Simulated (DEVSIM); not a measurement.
abrupt Si n-p junction

Device: abrupt Si n-p junction, at 350 K.

```
layer (left to right)  material  thickness (μm)  Nd (cm⁻³)  Na (cm⁻³)  τn (s)  τp (s)
---------------------  --------  --------------  ---------  ---------  ------  ------
1                            Si            52.0     2.4e16          -  3.8e-6  3.8e-6
2                            Si           0.780          -       6e15  3.8e-6  3.8e-6
```

Left contact: ohmic. Right contact: ohmic. Voltage is applied to the left contact. Recombination: SRH at mid-gap, radiative, Auger. Gap narrowing is on: ΔEg = 6.92 meV × (l + √(l² + 0.5)), l = ln(N/1.3e17 cm⁻³), shared equally by both band edges. Mobility is μmin + (μ − μmin)/(1 + (N/Nref)^α).

This is a model device: material constants are rounded textbook-type values typed into the input, and sizes, dopings and lifetimes were drawn at random. Values at 300 K; Nc and Nv go as T^1.5, mobilities as T to minus their exponent, the gap by Varshni's rule with the affinity fixed.

```tsv
parameter	Si
gap (eV)	1.124
affinity (eV)	4.05
permittivity	11.7
Nc (cm⁻³)	2.86e19
Nv (cm⁻³)	3.1e19
μn (cm²/Vs)	1417
μp (cm²/Vs)	470
μn,min	52
μp,min	45
Nref,n	9.7e16
Nref,p	2.2e17
αn	0.68
αp	0.72
T exponent of μn	2.3
T exponent of μp	2.2
B (cm³/s)	4.7e-15
Cn (cm⁶/s)	2.8e-31
Cp (cm⁶/s)	9.9e-32
Varshni α (eV/K)	0.000473
Varshni β (K)	636
```

DEVSIM, 1D drift-diffusion, Boltzmann statistics, complete ionisation; no tunnelling, impact ionisation, image-force lowering or self-heating.

The potential step across the device at zero bias is 0.624 V and the largest field in the device at zero bias comes out as 29000 V/cm. The dark forward voltage at 1 A/cm² comes out as 0.403 V and the dark forward voltage at 100 A/cm² comes out as 0.731 V.

Dark reverse current:

```json
[
 {"V (V)": "0.04", "J (A/cm²)": "1.7e-6"},
 {"V (V)": "0.10", "J (A/cm²)": "2.3e-6"},
 {"V (V)": "0.20", "J (A/cm²)": "2.5e-6"},
 {"V (V)": "0.30", "J (A/cm²)": "2.7e-6"},
 {"V (V)": "0.40", "J (A/cm²)": "2.9e-6"},
 {"V (V)": "0.60", "J (A/cm²)": "3.2e-6"},
 {"V (V)": "0.80", "J (A/cm²)": "3.7e-6"},
 {"V (V)": "1.00", "J (A/cm²)": "4.1e-6"},
 {"V (V)": "1.30", "J (A/cm²)": "5.0e-6"},
 {"V (V)": "1.60", "J (A/cm²)": "6.2e-6"},
 {"V (V)": "2.00", "J (A/cm²)": "8.6e-6"}
]
```

Dark forward current:

| V (V) | J (A/cm²) |
|---|---|
| -0.05 | -9.1e-6 |
| -0.15 | -0.00029 |
| -0.30 | -0.038 |
| -0.40 | -0.91 |
| -0.55 | -25 |
| -0.65 | -64 |
| -0.75 | -110 |
| -0.90 | -190 |
| -1.00 | -240 |
| -1.10 | -300 |
| -1.25 | -400 |
| -1.35 | -460 |
| -1.50 | -570 |
| -1.60 | -640 |
